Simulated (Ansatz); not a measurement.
We consider Si (Cmcm, No. 63, 12 atoms in the cell; start mp-1095269; another form than the element's usual one), described by PBEsol (PAW; Ansatz, a quantum-chemistry and plane-wave program).

Numerical settings: plane-wave cutoff 520 eV, 10×10×4 k mesh (along the axes of the cell as run), Fermi–Dirac smearing 0.01 eV, scalar-relativistic PAW data made under PBE.

The cell is the one relaxed with PBEsol. Conventional cell: a = 3.8229 Å, b = 10.6973 Å, c = 12.6537 Å, α = 90.00°, β = 90.00°, γ = 90.00°.

```
Si
1.0
    1.91144    -5.34863     0.00000
    1.91144     5.34863     0.00000
    0.00000     0.00000    12.65372
Si
12
Direct
  0.75704   0.24296   0.44509
  0.24296   0.75704   0.55491
  0.24296   0.75704   0.94509
  0.75704   0.24296   0.05491
  0.42869   0.57131   0.65722
  0.57131   0.42869   0.34278
  0.57131   0.42869   0.15722
  0.42869   0.57131   0.84278
  0.97119   0.02881   0.40937
  0.02881   0.97119   0.59063
  0.02881   0.97119   0.90937
  0.97119   0.02881   0.09063
```

List the 34 lowest band energies at Γ above −25 eV (eV, relative to the valence band maximum), grouping those that round alike.

At Γ: -12.15, -11.82, -10.58, -9.25, -8.72, -7.93, -6.94, -6.48, -6.17, -5.11, -5.00, -4.37, -3.85, -3.68, -2.56, -2.32, -1.86, -1.78, -1.66, -1.59, -1.30, -0.99, -0.54, -0.47, 0.58, 1.17, 1.24, 1.31, 1.72, 1.99, 2.28, 2.32, 3.20, 3.38.

A start named mp-… is a Materials Project structure, which need not be a measured phase.
